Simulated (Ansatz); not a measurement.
Consider BaZrO3 in the cubic perovskite structure (space group Pm-3m, No. 221).

```xyz
5
Lattice="4.1807 0.0000 0.0000 0.0000 4.1807 0.0000 0.0000 0.0000 4.1807" Properties=species:S:1:pos:R:3 pbc="T T T"
Ba     0.0000     0.0000     0.0000
Zr     2.0903     2.0903     2.0903
O      0.0000     2.0903     2.0903
O      2.0903     2.0903     0.0000
O      2.0903     0.0000     2.0903
```

Level of theory: PBEsol, PAW, 420 eV (Ansatz, a program for electronic structure; no spin-orbit coupling), earlier PAW set.

Before the change:

The lattice parameter a is 4.181 Å.

Now apply this change: cell and atoms relaxed at a pressure of 100 GPa.

**Question.** Predict the new lattice parameter a.

**Answer.** The lattice parameter a shrinks by 0.412 Å to 3.769 Å.

Load acts through the strain it causes; cell and atoms are relaxed under it. Whether these cells are dynamically stable was not tested. Competing high-pressure phases were not computed.
